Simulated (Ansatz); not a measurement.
Base system: SrTiO$_{3}$ in the cubic perovskite structure (space group Pm-3m, No. 221; a = 3.9075 Å). Axes: x, y, z lie along the cube axes.

Modification: the cell is stretched by 3.01 % along y with no lateral relaxation, atoms relaxed at fixed cell.

The values are results of plane-wave PAW DFT at the r2SCAN level (Ansatz, a program for electronic structure, 500 eV), spin-orbit coupling left out, earlier PAW set, not measurements.

Problem. Give the band edges at the high-symmetry points of the new zone, measured from its valence-band maximum.

Solution. 
| point | valence edge (eV) | conduction edge (eV) |
|---|---|---|
| Γ | -0.41 | 2.14 |
| X | -0.78 | 2.29 |
| M | -0.07 | 4.04 |
| Z | -0.77 | 2.31 |
| R | -0.16 | 3.78 |
| A | 0.00 | 4.57 |

The gap is 2.14 eV, indirect, A → Γ.

The cells carry an imposed strain or load. Whether these cells are dynamically stable was not tested. The final runs are not spin-polarised. Many cubic perovskites are stable only at high temperature; tilts and polar distortions were not tested. Labels are those of the standard path for the cell's own space group.
